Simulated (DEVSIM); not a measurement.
Structure: Mo/La2O3/p-InP capacitor, at 300 K.

| layer (left to right) | material | thickness (nm) | Na (cm⁻³) |
|---|---|---|---|
| 1 | La2O3 | 9.90 | - |
| 2 | InP | 530 | 1.4e18 |

Metal gate on the left, work function 4.6 eV. Fixed charge at the semiconductor interface 6.9e10 cm⁻² (in units of +e); no interface traps.

The device is made up for the run: typed textbook-type constants, with dimensions and the other settings drawn at random. Values at 300 K.

```
parameter      La2O3     InP
-------------  -----  ------
gap (eV)         5.8   1.344
affinity (eV)    1.8    4.38
permittivity      27    12.5
Nc (cm⁻³)          -  5.7e17
Nv (cm⁻³)          -  1.1e19
```

Simulated with DEVSIM: 1D Poisson equation in equilibrium, Boltzmann statistics, complete ionisation; no quantum confinement or tunnelling. Metal contacts follow the ideal Schottky-Mott rule: no Fermi-level pinning, no interface dipoles.

Q: Tabulate band edges, carrier densities and field at 0.0 V on the gate.

A: Energies count from the Fermi level of the right contact; mesh points crowd at the junctions.

```
x (μm)     Ec (eV)  Ev (eV)  n (cm⁻³)  p (cm⁻³)  field (V/cm)
---------  -------  -------  --------  --------  ------------
0.000        2.800   -3.000     < 1e2     < 1e2        260000
0.0009681    2.825   -2.975     < 1e2     < 1e2        260000
0.002548     2.866   -2.934     < 1e2     < 1e2        260000
0.005115     2.932   -2.868     < 1e2     < 1e2        260000
0.008116     3.009   -2.791     < 1e2     < 1e2        260000
0.009400     3.042   -2.758     < 1e2     < 1e2        260000
0.01026      0.496   -0.848     2.7e9     62000        560000
0.01228      0.605   -0.739     4.0e7   4200000        520000
0.01547      0.759   -0.585    100000     1.7e9        450000
0.02111      0.982   -0.362     < 1e2    9.2e12        340000
0.03223      1.234   -0.110     < 1e2    1.6e17        120000
0.06336      1.291   -0.053     < 1e2    1.4e18            40
0.1125       1.291   -0.053     < 1e2    1.4e18           ≈ 0
0.2057       1.291   -0.053     < 1e2    1.4e18           ≈ 0
0.3860       1.291   -0.053     < 1e2    1.4e18           ≈ 0
0.4594       1.291   -0.053     < 1e2    1.4e18           ≈ 0
0.4980       1.291   -0.053     < 1e2    1.4e18           ≈ 0
0.5184       1.291   -0.053     < 1e2    1.4e18           ≈ 0
0.5313       1.291   -0.053     < 1e2    1.4e18           ≈ 0
0.5359       1.291   -0.053     < 1e2    1.4e18           ≈ 0
0.5384       1.291   -0.053     < 1e2    1.4e18           ≈ 0
0.5399       1.291   -0.053     < 1e2    1.4e18           ≈ 0
```
